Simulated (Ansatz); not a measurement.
**Hypothetical R3m CsPbBr3: carrier doping**

Take CsPbBr₃ (space group R3m, No. 160; a hypothetical phase, not in the database extracts checked) as the base.

Space group R3m, hexagonal axes (No. 160); a = b = 8.2607 Å, c = 10.3381 Å, α = β = 90.00°, γ = 120.00°

```json
[
 {"atom": "Cs", "site": "3a", "symmetry": "3m", "x": "0.0000", "y": "0.0000", "z": "0.0222"},
 {"atom": "Pb", "site": "3a", "symmetry": "3m", "x": "0.0000", "y": "0.0000", "z": "0.4897"},
 {"atom": "Br", "site": "9b", "symmetry": ".m", "x": "0.1631", "y": "0.3262", "z": "0.3147"}
]
```
(The calculation used a cell of 5 atoms; values per cell refer to that cell.)

Carriers are added at fixed cell with a uniform background; the Fermi–Dirac width is that of 300 K.

Calculations: Kohn–Sham DFT with the PBEsol functional, run in Ansatz (a program for electronic structure) with PAW and 420 eV plane waves, no spin-orbit coupling.

Notes on the quantities. Fermi level from band edge: Fermi level relative to the doped band's edge (positive inside the band; to 0.05 eV).

```csv
variant,largest internal atomic displacement,gap between the host's bands,Fermi level from band edge
undoped,–,1.52 eV,–
electrons 2.0×10^21 cm⁻³,0.100 Å,1.56 eV,+0.60 eV
electrons 3.0×10^21 cm⁻³,0.136 Å,1.60 eV,+0.70 eV
electrons 5.0×10^21 cm⁻³,0.176 Å,1.62 eV,+0.90 eV
holes 2.0×10^21 cm⁻³,0.210 Å,1.49 eV,+1.05 eV
holes 3.0×10^21 cm⁻³,0.211 Å,1.56 eV,+1.15 eV
holes 5.0×10^21 cm⁻³,0.331 Å,1.99 eV,+1.10 eV
```

Carriers are added with a uniform compensating background; total energy and stress of such cells depend on the potential's zero and are not compared; many-body gap narrowing is missing at this level. Spin-orbit coupling, missing from the scalar runs, can matter with Pb. Stability against distortions was not tested.
